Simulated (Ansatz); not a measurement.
The parent structure is TiO2 in the rutile structure (space group P4_2/mnm, No. 136; a = 4.643 Å, c = 2.964 Å).

Calculations: plane-wave PAW DFT at the PBE level (Ansatz, an electronic-structure program, 420 eV), no spin-orbit coupling.

For the base:

```
Property           Result
---------------  --------
Volume per atom  10.65 Å³
c/a ratio           0.638
```

One thing is altered: a hydrostatic pressure of 30 GPa.

Question: Estimate the effect on the volume per atom.

Answer: The volume per atom decreases by 1.12 Å³ (10.65 Å³ → 9.53 Å³).

Question: What happens to the c/a ratio?

Answer: The c/a ratio rises by 0.014 to 0.652.

Load acts through the strain it causes; cell and atoms are relaxed under it. Whether these cells are dynamically stable was not tested. No other phases were tried under pressure. All final runs are without spin polarisation.
